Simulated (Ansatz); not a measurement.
The parent structure is ZnCu2SnSe4 (space group I-4, No. 82).

```yaml
crystal:
  lattice:
    - [-2.84961, 2.84961, 5.69125]
    - [2.84961, -2.84961, 5.69125]
    - [2.84961, 2.84961, -5.69125]
  atoms:
    - { symbol: Cu, position: [0.00000, 0.00000, 0.00000] }
    - { symbol: Cu, position: [0.75000, 0.25000, 0.50000] }
    - { symbol: Zn, position: [0.25000, 0.75000, 0.50000] }
    - { symbol: Sn, position: [0.50000, 0.50000, 0.00000] }
    - { symbol: Se, position: [0.63688, 0.62917, 0.52591] }
    - { symbol: Se, position: [0.10326, 0.11097, 0.47409] }
    - { symbol: Se, position: [0.37083, 0.89674, 0.00771] }
    - { symbol: Se, position: [0.88903, 0.36312, 0.99229] }
```

Cartesian axes are those of the cell as printed.

Method: Ansatz (an electronic-structure program) r2SCAN, without spin-orbit coupling.

One thing is altered: biaxial strain −1.79 %, plane normal [001], relaxed out of plane (Cartesian); in-plane vectors clamped, the third vector and the atoms free.

Q: Predict the new ratio −ε⊥/ε∥.

A: The ratio −ε⊥/ε∥ amounts to 1.22.

Whether these cells are dynamically stable was not tested. The final runs are not spin-polarised.
